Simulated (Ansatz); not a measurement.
Ta2N, thickness series

Take Ta₂N in the anti-CdI2 type structure (space group P-3m1, No. 164) as the base.

```
Ta2N
1.0
    3.06666     0.00000     0.00000
   -1.53333     2.65580     0.00000
    0.00000     0.00000     4.88450
N Ta
1 2
Direct
  0.00000   0.00000   0.00000
  0.33333   0.66667   0.25706
  0.66667   0.33333   0.74294
```

Free-standing slabs (3 atom(s) a layer) normal to the stacking axis with 15 Å of vacuum; in-plane cell relaxed.

Calculations: Kohn–Sham DFT with the r2SCAN+rVV10 functional, run in Ansatz (a first-principles code) with PAW and 500 eV plane waves, spin-orbit coupling left out.

Notes on the quantities. excess energy per area of both faces: slab less bulk energy over the cell's area: twice a surface energy; uncertain by up to 0.2 J/m².

```csv
case,in-plane lattice parameter a,excess energy per area of both faces,shortest interatomic distance,thickness between the outermost nuclei
base,3.067 Å,–,2.171 Å,–
1 layer,3.052 Å,7.06 J/m²,2.125 Å,2.38 Å
2 layers,3.013 Å,7.0 J/m²,2.161 Å,7.50 Å
3 layers,3.044 Å,6.9 J/m²,2.149 Å,12.28 Å
```

Slab and bulk use different k-meshes, which limits the precision of the excess energy. No phonon test of stability was made. All final runs are without spin polarisation. An odd electron count without spin: Ta2N.
